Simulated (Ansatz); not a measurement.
## A computed series for CsSnI3: pressure series

Take CsSnI$_{3}$ in the cubic perovskite structure (space group Pm-3m, No. 221; a = 6.031 Å) as the base.

Cell and atoms are relaxed at each pressure.

Calculations: LDA (Ansatz, an electronic-structure program, PAW, without spin-orbit coupling).

### Question
Only one of these has no band gap. Which?
(A) pressure 5 GPa
(B) pressure −1 GPa
(C) pressure −2 GPa

### Answer
A, pressure 5 GPa. Computed: pressure −1 GPa: 0.16 eV; pressure −2 GPa: 0.47 eV; pressure 5 GPa: zero

Spin-orbit coupling, missing from the scalar runs, can matter with I. Load acts through the strain it causes; cell and atoms are relaxed under it. Stability against distortions was not tested. Competing high-pressure phases were not computed. All final runs are without spin polarisation. Many cubic perovskites are stable only at high temperature; tilts and polar distortions were not tested. A zero or small gap of CsSnI3 can be the functional's error rather than a property of the material.
